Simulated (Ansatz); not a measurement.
Consider interstitial Cu in 2H silicon carbide, charge state +1. The step: one Cu atom jumps by itself; the atom moves 2.54 Å along (0.00, 0.00, 0.50) of the unit cell; the moving atom starts with neighbours 3 C at 1.97; 3 Si at 2.30, 3 Si at 2.31 Å and ends with 3 C at 1.97; 3 Si at 2.30, 3 Si at 2.31 Å. DFT values are from Ansatz (plane-wave PAW, 420 eV unless said) in a cell of 72 host sites, spin-restricted, static, with no finite-size correction. The host's phase is taken as given; its stability against other phases was not computed. The charge state is imposed; whether it is stable for some Fermi level was not computed. Sites that were not tried may lie lower. For the PBE band: the saddle point's order was not checked, and it lies on a symmetry element of the cell, where a band can be held.

```
Level                                                                      Forward barrier (eV)  Cost of the band or of the saddle's single point
-------------------------------------------------------------------------  --------------------  ------------------------------------------------
CHGNet universal potential (has no charge state), its own band                             1.35                                                 -
PBE, the Γ point alone, band relaxed                                                       1.45             about 5 core-minutes (a rough figure)
PBE, a 2×2×2 k-point mesh shifted by half a step along c, same geometries                  1.37                    around 90 core-seconds (rough)
r2SCAN at 500 eV, the Γ point alone, same geometries                                        [?]                      very roughly 50 core-seconds
```

### Question
Complete the blanks.

### Answer

- r2SCAN at 500 eV, the Γ point alone, same geometries, Forward barrier (eV): 1.39

Ansatz is a program for electronic structure.
